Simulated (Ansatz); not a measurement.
Base system: CsSnI$_{3}$ in the cubic perovskite structure (space group Pm-3m, No. 221).

Space group Pm-3m (No. 221); a = 6.271 Å, b = 6.271 Å, c = 6.271 Å, α = 90.00°, β = 90.00°, γ = 90.00°

| atom | site | symmetry | x | y | z |
|---|---|---|---|---|---|
| Cs | 1a | m-3m | 0.0000 | 0.0000 | 0.0000 |
| Sn | 1b | m-3m | 0.5000 | 0.5000 | 0.5000 |
| I | 3c | 4/mm.m | 0.0000 | 0.5000 | 0.5000 |

Level of theory: Ansatz (a program for electronic structure) PBE, no spin-orbit coupling, earlier PAW set.

Base values:

```
Quantity                                            Result
-----------------------------  ---------------------------
Band gap                                           0.45 eV
Density                                         4.26 g/cm³
Electron mass                  0.035, 0.75, 0.75 mₑ (at R)
Shortest interatomic distance                      3.136 Å
Width of the top valence band                      2.03 eV
```

Modification: full substitution Cs → Na, then cell and atoms are relaxed.

Tabulated Pauling electronegativity and covalent radius: Cs 0.79, 2.44 Å; Na 0.93, 1.66 Å.

### Question
Predict the new band gap, density, electron mass, shortest interatomic distance and width of the top valence band.

### Answer
The band gap shrinks by 0.10 eV (0.45 eV → 0.35 eV); the density falls by 0.653 g/cm³ (4.26 g/cm³ → 3.60 g/cm³); the electron mass (degenerate bands, along [100]) becomes 0.029, 0.75, 0.75 mₑ (at R) (base: 0.035, 0.75, 0.75 mₑ (at R)); the shortest interatomic distance decreases by 0.0253 Å, from 3.136 Å to 3.110 Å; the width of the top valence band increases by 0.21 eV (2.03 eV → 2.24 eV).

Spin-orbit coupling, missing from the scalar runs, can matter with I. Effective masses come from finite differences of ±0.01 Å⁻¹. Stability against distortions was not tested. As relaxed here, NaSnI3 is a hypothetical phase, not in the database extracts checked. Many cubic perovskites are stable only at high temperature; tilts and polar distortions were not tested.
